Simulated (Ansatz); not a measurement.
Pressure series in hypothetical diamond Te

Take Te in the diamond structure (space group Fd-3m, No. 227; a hypothetical phase, not in the database extracts checked) as the base.

```yaml
crystal:
  lattice:
    - [0.00000, 3.59265, 3.59265]
    - [3.59265, 0.00000, 3.59265]
    - [3.59265, 3.59265, 0.00000]
  atoms:
    - { symbol: Te, position: [0.25000, 0.25000, 0.25000] }
    - { symbol: Te, position: [0.00000, 0.00000, 0.00000] }
```

Cell and atoms are relaxed at each pressure.

Levels (all Ansatz, a program for electronic structure, PAW): PBE (420 eV, spin-orbit coupling left out); PBEsol (420 eV, no spin-orbit coupling).

The base cell above is that of PBE; each level relaxes its own structures.

| case | volume per atom, PBE | volume per atom, PBEsol |
|---|---|---|
| pressure −2 GPa | 50.79 Å³ | (withheld) |
| pressure −1 GPa | 48.31 Å³ | 45.60 Å³ |
| pressure 0.3 GPa | 45.86 Å³ | 43.57 Å³ |
| pressure 0.7 GPa | 45.23 Å³ | (withheld) |
| pressure 1.5 GPa | 44.09 Å³ | (withheld) |
| pressure 3 GPa | 42.27 Å³ | 40.49 Å³ |
| pressure 5 GPa | 40.33 Å³ | (withheld) |
| pressure 7.5 GPa | 38.41 Å³ | 37.01 Å³ |
| pressure 10 GPa | 36.83 Å³ | 35.59 Å³ |

Some entries are withheld; estimate them.


- pressure −2 GPa, volume per atom, PBEsol: 47.56 Å³
- pressure 0.7 GPa, volume per atom, PBEsol: 43.04 Å³
- pressure 1.5 GPa, volume per atom, PBEsol: 42.07 Å³
- pressure 5 GPa, volume per atom, PBEsol: 38.77 Å³

PBE lies above PBEsol in every row, by 1.24 Å³ to 3.23 Å³. They put the cases in the same order.

Load acts through the strain it causes; cell and atoms are relaxed under it. Stability against distortions was not tested. Competing high-pressure phases were not computed.
